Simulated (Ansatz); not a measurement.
BeTe: response to strain

Take BeTe in the zinc blende structure (space group F-43m, No. 216) as the base.

```
CELL_PARAMETERS angstrom
      0.00000     2.77712     2.77712
      2.77712     0.00000     2.77712
      2.77712     2.77712     0.00000
ATOMIC_POSITIONS crystal
  Be 0.00000 0.00000 0.00000
  Te 0.25000 0.25000 0.25000
```

Cartesian axes are those of the cell as printed.

Strains are applied to the cell and any free atomic positions relax; under biaxial strain the out-of-plane vector relaxes too.

Level of theory: Kohn–Sham DFT with the LDA functional, run in Ansatz (a first-principles code) with PAW and 420 eV plane waves, without spin-orbit coupling.

```json
[
 {"biaxial strain, plane normal [001], relaxed out of plane (%)": "0", "out-of-plane strain (%)": "0.00"},
 {"biaxial strain, plane normal [001], relaxed out of plane (%)": "0.5", "out-of-plane strain (%)": "-0.40"},
 {"biaxial strain, plane normal [001], relaxed out of plane (%)": "1", "out-of-plane strain (%)": "?"},
 {"biaxial strain, plane normal [001], relaxed out of plane (%)": "1.5", "out-of-plane strain (%)": "-1.23"},
 {"biaxial strain, plane normal [001], relaxed out of plane (%)": "2", "out-of-plane strain (%)": "-1.64"},
 {"biaxial strain, plane normal [001], relaxed out of plane (%)": "2.5", "out-of-plane strain (%)": "-2.07"},
 {"biaxial strain, plane normal [001], relaxed out of plane (%)": "3", "out-of-plane strain (%)": "-2.50"}
]
```

Task: Fit ε⊥ = −νε + γε² (strains in %) to the rows shown and predict the withheld row.

Result: Least squares on the printed values gives ν = 0.80 (the biaxial Poisson response) and γ = -0.011 (largest residual 0.01 %); this predicts -0.81 %, and the run gives -0.81 %, in agreement.

Whether these cells are dynamically stable was not tested.
